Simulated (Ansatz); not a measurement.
**HfO2, response to strain**

The reference is HfO2 (space group P4_2/nmc, No. 137; a = 3.577 Å, c = 5.203 Å). Axes: x, y, z lie along a, b, c of the conventional cell.

Strains are applied to the cell and any free atomic positions relax; under stress the whole cell relaxes.

Level of theory: Ansatz (an electronic-structure program), r2SCAN, PAW, cutoff 500 eV, no SOC.

Notes on the quantities. pressure: mean of the normal stresses, compression positive.

```csv
case,electron mass,gap character,volume per atom,pressure
base,"1.0 mₑ along c, 0.89 mₑ across (at Γ)","indirect, Z → Γ",11.09 Å³,0.00 GPa
isotropic strain −0.17 %,"1.0 mₑ along c, 0.88 mₑ across (at Γ)","indirect, Z → Γ",11.04 Å³,1.08 GPa
isotropic strain +4.93 %,"2.2 mₑ along c, 0.63 mₑ across (at Γ)","indirect, M–Γ (47 % along) → Γ",12.82 Å³,-21.31 GPa
uniaxial strain ε_xx = +3.19 %,"1.9 mₑ along z, 0.62 mₑ across (at Γ)","indirect, k = (1/3, 0.111, 0) in the run's primitive reciprocal basis → Γ",11.45 Å³,-6.83 GPa
uniaxial strain ε_zz = +1.92 %,"1.0 mₑ along z, 0.93 mₑ across (at Γ)","indirect, Z → Γ",11.31 Å³,-2.65 GPa
"uniaxial stress, 5 GPa tension along x",–,"indirect, Z → Γ",11.17 Å³,–
```

Spin-orbit coupling, missing from the scalar runs, can matter with Hf. Masses are band curvatures over ±0.01 Å⁻¹ around the edge. Beyond what the load breaks, stability against distortions was not tested. This is not the structure that HfO2 has at room temperature and ambient pressure. k-point labels follow each cell's own Brillouin zone.
